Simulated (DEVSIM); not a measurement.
System: Ru/SiO2/n-Si capacitor, at 300 K.

```csv
layer (left to right),material,thickness (nm),Nd (cm⁻³)
1,SiO2,42.0,-
2,Si,14000,1.7e15
```

Metal gate on the left, work function 4.7 eV. Fixed charge at the semiconductor interface -9.5e10 cm⁻² (in units of +e); no interface traps.

Constants are typed, rounded textbook-type inputs, not results; the design itself was drawn at random and stands for no fabricated device. Values at 300 K.

```tsv
parameter	SiO2	Si
gap (eV)	9	1.124
affinity (eV)	0.9	4.05
permittivity	3.9	11.7
Nc (cm⁻³)	-	2.86e19
Nv (cm⁻³)	-	3.1e19
```

Simulated with DEVSIM: 1D Poisson equation in equilibrium, Boltzmann statistics, complete ionisation; no quantum confinement or tunnelling. Metal contacts follow the ideal Schottky-Mott rule: no Fermi-level pinning, no interface dipoles.

### Question
Give the band bending (positive: bands bend down) and minority sheet density.

### Answer

| Vg (V) | ψs (V) | minority carriers (cm⁻²) |
|---|---|---|
| -2.4 | -0.817 | 9.9e11 |
| -2.1 | -0.809 | 8.4e11 |
| -1.8 | -0.800 | 6.9e11 |
| -1.5 | -0.790 | 5.4e11 |
| -1.2 | -0.776 | 3.9e11 |
| -0.9 | -0.758 | 2.5e11 |
| -0.6 | -0.728 | 1.1e11 |
| -0.3 | -0.644 | 6.5e9 |
| 0 | -0.406 | < 1e8 |
| 0.3 | -0.173 | < 1e8 |
| 0.6 | 0.007 | < 1e8 |
| 0.9 | 0.087 | < 1e8 |
| 1.2 | 0.123 | < 1e8 |
| 1.5 | 0.146 | < 1e8 |
| 1.8 | 0.162 | < 1e8 |
| 2.1 | 0.174 | < 1e8 |
| 2.4 | 0.184 | < 1e8 |
